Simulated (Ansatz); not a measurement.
V3Mo (Fm-3m), PBEsol, DFPT electron-phonon coupling, linearised Boltzmann equation in Ansatz (a first-principles code): phonon-limited resistivity 14.1 μΩ·cm at 300 K, 19.5 μΩ·cm at 400 K, current-weighted mean free path 3.4 nm, Drude plasma energy 7.97 eV.

Question: Estimate the electronic thermal conductivity at 300 K by the Wiedemann-Franz law (L₀ = 2.44×10⁻⁸ W·Ω/K²).

Answer: L₀T/ρ = 2.44×10⁻⁸ × 300/(14.1×10⁻⁸) = 51.9 W/(m·K). Inelastic scattering puts the true Lorenz number somewhat under L₀ near and below the Debye temperature.

Question: What Drude relaxation time do resistivity and plasma energy imply?

Answer: ω_p = 1.21e16 s⁻¹, so τ = 1/(ε₀ ω_p² ρ) = 5.46 fs, a damping ħ/τ of 120 meV.

Question: What temperature coefficient of resistance follows, and how does it compare with 1/T?

Answer: (ρ₄₀₀ − ρ₃₀₀)/(100 K × ρ₃₀₀) = 3.83×10⁻³ K⁻¹, against 1/T = 3.33×10⁻³ K⁻¹ for a resistivity proportional to T. It lies higher because phonons are still being populated at 300 K; impurities would add a constant and lower it.

A metal at this level (no band gap). Only scattering by harmonic phonons is included (no impurities, grain boundaries, electron-electron scattering or thermal expansion). Spin-orbit coupling is left out. Halving the electron mesh (24x24x24) moves the resistivity by up to 1 % at 300 K, the mean free path by up to 3 %. Smearing 0.20 eV; phonons on a 4x4x4 q mesh, which this run doesn't test.

Computed structure with no diffraction record at hand here (it may be known, metastable or hypothetical): V3Mo (Fm-3m). Treated as nonmagnetic (a ferromagnetic start lost its moment, other orders weren't tried): V3Mo (Fm-3m).
